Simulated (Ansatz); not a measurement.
# Response to strain in WSi2

The reference is WSi₂ (space group I4/mmm, No. 139; a = 3.185 Å, c = 7.773 Å; relaxed with 0.1 eV smearing).

Strains are applied to the cell and any free atomic positions relax.

All numbers come from Kohn–Sham DFT with the LDA functional, run in Ansatz (a program for electronic structure) with PAW and 420 eV plane waves, no spin-orbit coupling.

Notes on the quantities. energy relative to the base: free energy F.

| variant | shortest interatomic distance | energy relative to the base |
|---|---|---|
| base | 2.571 Å | 0 meV/atom |
| isotropic strain −3.00 % | 2.513 Å | +88 meV/atom |
| isotropic strain −2.50 % | 2.523 Å | +60 meV/atom |
| isotropic strain −2.00 % | 2.533 Å | [?] |
| isotropic strain −1.50 % | 2.543 Å | +21 meV/atom |
| isotropic strain +0.50 % | 2.579 Å | [?] |
| isotropic strain +1.00 % | 2.588 Å | [?] |
| isotropic strain +1.50 % | 2.596 Å | [?] |
| isotropic strain +2.50 % | 2.612 Å | +51 meV/atom |
| isotropic strain +3.00 % | 2.620 Å | +72 meV/atom |

Question: What belongs in the blanks?

Answer: 
- isotropic strain −2.00 %, energy relative to the base: +38 meV/atom
- isotropic strain +0.50 %, energy relative to the base: +2.2 meV/atom
- isotropic strain +1.00 %, energy relative to the base: +8.5 meV/atom
- isotropic strain +1.50 %, energy relative to the base: +19 meV/atom

Stability against distortions was not tested. All final runs are without spin polarisation.
